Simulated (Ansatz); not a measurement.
The parent structure is ZnO in the wurtzite structure (space group P6_3mc, No. 186; a = 3.230 Å, c = 5.215 Å).

It is then changed as follows: S takes the place of O on all its sites; the structure is relaxed again.

Levels (all Ansatz, an electronic-structure program, PAW): PBEsol (420 eV, scalar-relativistic without spin-orbit coupling); r2SCAN (500 eV, no spin-orbit coupling).

The geometry is relaxed with PBEsol.

- PBEsol electron mass: 0.16 mₑ along c, 0.18 mₑ across (at Γ)
- PBEsol lowest conduction level above the VBM at special points: Γ 2.15 eV; L 3.40 eV; A 3.50 eV; M 3.51 eV
- PBEsol pressure: 0.00 GPa

Question: What does r2SCAN give at this geometry for the electron mass, lowest conduction level above the VBM at special points and pressure?

Answer: The electron mass goes from 0.16 mₑ along c, 0.18 mₑ across (at Γ) to 0.18 mₑ along c, 0.21 mₑ across (at Γ); the lowest conduction level above the VBM at special points changes from Γ 2.15 eV; L 3.40 eV; A 3.50 eV; M 3.51 eV to Γ 2.87 eV; L 3.95 eV; A 4.16 eV; M 4.02 eV; the pressure goes from zero to 1.52 GPa.

Single points use the geometry relaxed with PBEsol. Their cutoffs differ, which shifts pressures a little. The levels and masses belong to the bands next to the band gap. Masses are band curvatures over ±0.01 Å⁻¹ around the edge. Whether these cells are dynamically stable was not tested.
